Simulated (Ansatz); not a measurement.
A periodic model of amorphous Ti$_{10}$Al$_{12}$O$_{38}$:

```
CELL_PARAMETERS angstrom
      9.09797     0.00000     0.00000
      0.00000     9.09797     0.00000
      0.00000     0.00000     9.09797
ATOMIC_POSITIONS crystal
  Ti 0.99269 0.19927 0.65831
  Ti 0.33830 0.34521 0.56721
  Ti 0.90999 0.72199 0.36957
  Ti 0.78257 0.97948 0.22349
  Ti 0.13105 0.09752 0.15444
  Ti 0.37296 0.32187 0.97299
  Ti 0.71487 0.38096 0.42315
  Ti 0.42559 0.86900 0.70392
  Ti 0.68921 0.47634 0.07521
  Ti 0.50072 0.97673 0.03784
  Al 0.31807 0.66523 0.96338
  Al 0.93296 0.50936 0.65383
  Al 0.52406 0.18397 0.28429
  Al 0.20325 0.69474 0.50750
  Al 0.00046 0.33048 0.94644
  Al 0.29370 0.80207 0.26645
  Al 0.79783 0.01951 0.82319
  Al 0.00635 0.79782 0.00155
  Al 0.68355 0.02567 0.55698
  Al 0.29564 0.04162 0.48859
  Al 0.61263 0.34303 0.74655
  Al 0.72493 0.71287 0.81931
  O  0.79467 0.56045 0.34988
  O  0.23796 0.99292 0.30473
  O  0.67608 0.15914 0.72214
  O  0.70066 0.00292 0.00359
  O  0.65985 0.65624 0.99587
  O  0.38349 0.80356 0.09281
  O  0.56413 0.39903 0.55743
  O  0.37146 0.22736 0.39923
  O  0.39737 0.32714 0.76807
  O  0.16661 0.27137 0.03392
  O  0.65117 0.86476 0.71200
  O  0.18722 0.17876 0.59303
  O  0.94031 0.11179 0.21426
  O  0.12835 0.65812 0.96979
  O  0.40688 0.69062 0.79190
  O  0.37331 0.49651 0.04759
  O  0.93975 0.15964 0.86403
  O  0.60345 0.35063 0.94282
  O  0.48229 0.00271 0.54289
  O  0.23440 0.50049 0.54475
  O  0.69399 0.16763 0.40553
  O  0.87706 0.42741 0.05579
  O  0.78488 0.88421 0.41069
  O  0.88939 0.03621 0.62116
  O  0.11939 0.95706 0.02922
  O  0.89279 0.34772 0.53834
  O  0.99702 0.66643 0.55977
  O  0.11360 0.72530 0.31946
  O  0.23727 0.87758 0.60323
  O  0.60911 0.36500 0.24237
  O  0.57056 0.99101 0.24129
  O  0.41016 0.99512 0.85964
  O  0.37700 0.72101 0.41434
  O  0.88180 0.83043 0.85732
  O  0.42338 0.16501 0.10364
  O  0.88641 0.81067 0.16535
  O  0.75619 0.53585 0.73516
  O  0.03978 0.39859 0.77012
```

Methods: PBE, scalar-relativistic without spin-orbit coupling (Ansatz, an electronic-structure program); r2SCAN, scalar-relativistic without spin-orbit coupling (Ansatz). Neutral PBE cell, which sets geometry, pressure and energy: sampling: a 2×2×2 Γ-centred mesh; Fermi-Dirac width 0.02 eV; no spin polarisation.

It comes from a melt-quench run on a machine-learned potential (CHGNet), relaxed afterwards by DFT. O atoms were pushed apart under 1.9 Å during the dynamics, to hinder bonds among them. The hot cell started wider than the set density and was brought back towards it in steps. It is the lowest in DFT energy of 2 quenches. It is a model cell: composition and starting density were chosen by hand, and all elements were melted together. No dispersion term was used. A short ab initio anneal came between quench and relaxation. Its density started from a set value of 3.11 and ended at 3.11 g/cm³. Cooling (nominally 280 K/ps over its main leg) ran many orders faster than in experiment, which tends to leave more defects and strain. A cell of this size samples the disorder only roughly. The volume was held where the preparation left it.

Problem. Give the pressure, the energy against reference phases and the spacing of the highest filled and lowest empty levels.

Solution. 
The pressure on a 2×2×2 Γ-centred mesh is 0.09 GPa, the largest force and stress component on that mesh (the relaxation ran on the zone centre alone) comes out as 0.08 eV/Å and 2.6 GPa and the energy relative to anatase TiO2 + corundum (lowest mix at this level among the phases computed, not always the ambient ones) is 0.166 eV/atom. The level gap on a 2×2×2 Γ-centred mesh (PBE) is 1.79 eV and the level gap at the zone centre (PBE) comes out as 1.81 eV. The level gap at the zone centre (r2SCAN) is 2.12 eV and the distance between the nearest levels spread over more than a fifth of the atoms or a third of the atoms of their main element (six at least) (PBE, zone centre) is 3.09 eV.

Problem. At PBE and the zone centre, how localised are the states just below and above the Fermi level (participation number: the atoms over which a state spreads)?

Solution. The highest filled state is spread over 2.0 atoms' worth, largest on O55, with weights by element (charge in smoothed Voronoi cells) O 0.93, Al 0.04, Ti 0.02. The lowest empty state is spread over 7.4 atoms' worth, largest on Ti4, with weights by element (charge in smoothed Voronoi cells) Ti 0.78, O 0.20, Al 0.02.

At PBE the levels at the filled edge of the gap are localised (band-tail or defect states), and the nearest spread-out levels lie 3.1 eV apart at the zone centre.

Bonds are counted up to Ti-Ti 3.12 Å, Ti-Al 2.89 Å, Ti-O 2.30 Å, Al-Al 2.66 Å, Al-O 2.34 Å, O-O 1.58 Å. Two cations that share two anions don't count as bonded, nor two that share one unless they lie closer than Ti-Ti 3.04 Å, Ti-Al 2.81 Å, Al-Al 2.59 Å.

Added carriers, by PBE, scalar-relativistic without spin-orbit coupling in Ansatz on the zone centre alone. Charged cells keep the cell fixed and stand in a uniform background, with no image correction, at a width of 0.01 eV; where the count is odd the moment is locked at 1 μB, unless the neutral cell bore moments. Each starts from the undistorted neutral geometry alone. PBE's self-interaction favours spread-out carriers, so it can miss traps that a hybrid finds.

Problem. What happens at PBE when the cell takes an extra electron and the atoms relax?

Solution. Relaxation lowers the charged cell by 0.11 eV. The largest moves are O45 0.07 Å, O35 0.07 Å, Ti3 0.05 Å, O53 0.05 Å. The level that holds the added charge spreads over 6.9 atoms' worth, most on Ti4 (weight 0.30): a partly localised carrier. No bond crosses its cut-off with a change of over 0.15 Å (metal-metal contacts aside). Made neutral again at that geometry, the cell lies +0.17 eV from the neutral start.

Problem. What happens at PBE when the cell takes a hole and the atoms relax?

Solution. Relaxation lowers the charged cell by 0.57 eV. The largest moves are O51 0.19 Å, O55 0.19 Å, Al16 0.16 Å, Al14 0.14 Å. The level that was emptied spreads over 2.4 atoms' worth, most on O55 (weight 0.56): a localised (trapped) carrier, which neighbours of that atom can share. No bond crosses its cut-off with a change of over 0.15 Å (metal-metal contacts aside). Made neutral again at that geometry, the cell lies +1.04 eV from the neutral start (a closed shell was imposed there, with levels 0.20 eV apart, so this is an upper bound).
